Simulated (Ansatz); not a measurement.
Take WSi2 (space group I4/mmm, No. 139; a = 3.185 Å, c = 7.773 Å; relaxed with 0.1 eV smearing) as the base. Axes: x, y, z lie along a, b, c of the conventional cell.

Calculations: plane-wave PAW DFT at the LDA level (Ansatz, a program for electronic structure, 420 eV), no SOC.

Base values:

```
Quantity                         Value
-----------------------------  -------
Shortest interatomic distance  2.571 Å
Pressure                       0.0 GPa
Band gap                          zero
```

Modification: tensor shear ε_xz = +2.00 % (engineering shear γ = 0.0400), atoms relaxed at fixed cell.

**Question.** How does this affect the shortest interatomic distance, energy relative to the base, pressure and band gap?

**Answer.** The shortest interatomic distance drops by 0.0053 Å, from 2.571 Å to 2.565 Å; the energy increases by 14 meV/atom; the pressure (mean of the normal stresses, compression positive) goes from zero to 0.4 GPa; the band gap is still zero.

The cells carry an imposed strain or load. Stability against distortions was not tested. The final runs are not spin-polarised.
